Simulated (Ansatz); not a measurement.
# Sn under a change: Sn → Pb

Base system: Sn in the diamond structure (space group Fd-3m, No. 227; a = 6.569 Å).

Perturbation: full substitution Sn → Pb, then cell and atoms are relaxed.

Level of theory: r2SCAN (Ansatz, a quantum-chemistry and plane-wave program), spin-orbit coupling left out, earlier PAW set. k-mesh 12×12×12 (Γ-centred); smearing 0.05 eV (Fermi–Dirac).

```yaml
volume_per_atom: 42.02 Å³ (base 35.43 Å³)
density: 8.19 g/cm³ (base 5.56 g/cm³)
lattice_parameter_a: 6.953 Å (base 6.569 Å)
space_group: Fd-3m (No. 227) (base Fd-3m (No. 227))
shortest_interatomic_distance: 3.011 Å (base 2.844 Å)
band_gap: zero (base zero)
```

Final structure:

```
CELL_PARAMETERS angstrom
      0.00000     3.47650     3.47650
      3.47650     0.00000     3.47650
      3.47650     3.47650     0.00000
ATOMIC_POSITIONS crystal
  Pb 0.50000 0.50000 0.50000
  Pb 0.75000 0.75000 0.75000
```

Cost of the whole job for the changed cell (relaxation, final SCF and bands): around 80 core-seconds (rough).

Stability against distortions was not tested. For Pb in this form, whether it has been made was not checked. This is not the structure that Pb has at room temperature and ambient pressure.
